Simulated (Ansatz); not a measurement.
# LiF in the zinc blende structure (space group F-43m, No. 216; a hypothetical phase, not in the database extracts checked)

```
CELL_PARAMETERS angstrom
      0.00000     2.14514     2.14514
      2.14514     0.00000     2.14514
      2.14514     2.14514     0.00000
ATOMIC_POSITIONS crystal
  F  0.75000 0.75000 0.75000
  Li 0.00000 0.00000 0.00000
```

Calculations: r2SCAN (Ansatz, an electronic-structure program, PAW, no spin-orbit coupling). Settings: 13×13×13 k-points, 0.05 eV Fermi–Dirac smearing.

| Quantity | Value |
|---|---|
| Volume per atom | 9.87 Å³ |
| Density | 2.18 g/cm³ |
| Band gap | 8.66 eV, direct at Γ |
| Electron mass | 0.82 mₑ |
| Lowest conduction-band minima above the VBM | Γ 8.66 eV |
| Total energy | -509.122 eV/atom (σ→0; compares only within this code and set-up) |

Masses are band curvatures over ±0.01 Å⁻¹ around the edge. Stability against distortions was not tested.
